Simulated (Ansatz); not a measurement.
Mo2GeC (model structure, started from the MAX type, P6₃/mmc, No. 194, 8 atoms in the cell), treated with PBE (plane waves, PAW; Ansatz, a quantum-chemistry and plane-wave program).

Run with plane-wave cutoff 520 eV, 24×24×4 k mesh (along the axes of the cell as run), Fermi–Dirac smearing 0.05 eV, no spin polarisation, scalar-relativistic PAW data made under PBE.

Cell (relaxed at this level):

```
CELL_PARAMETERS angstrom
      3.13414     0.00000     0.00000
     -1.56707     2.71424     0.00000
      0.00000     0.00000    12.63155
ATOMIC_POSITIONS crystal
  Ge 0.33333 0.66667 0.75000
  Ge 0.66667 0.33333 0.25000
  Mo 0.33333 0.66667 0.08903
  Mo 0.66667 0.33333 0.58903
  Mo 0.66667 0.33333 0.91097
  Mo 0.33333 0.66667 0.41097
  C  0.00000 0.00000 0.00000
  C  0.00000 0.00000 0.50000
```

Task: Give the computed bulk modulus B0.

Result: 
- bulk modulus B0 = 210 GPa

Note: the run has no spin polarisation, so it can have missed a magnetic state; the bulk modulus is −V dP/dV from two relaxed cells at ±2 % in volume; the relaxation could raise the start's symmetry but not lower it, so the cell can be a saddle point.

Computed values are for the static lattice.

A model structure was made by putting elements into a prototype or built by hand; it is no filed structure, need not be a known phase, and can be a saddle point held by its symmetry.
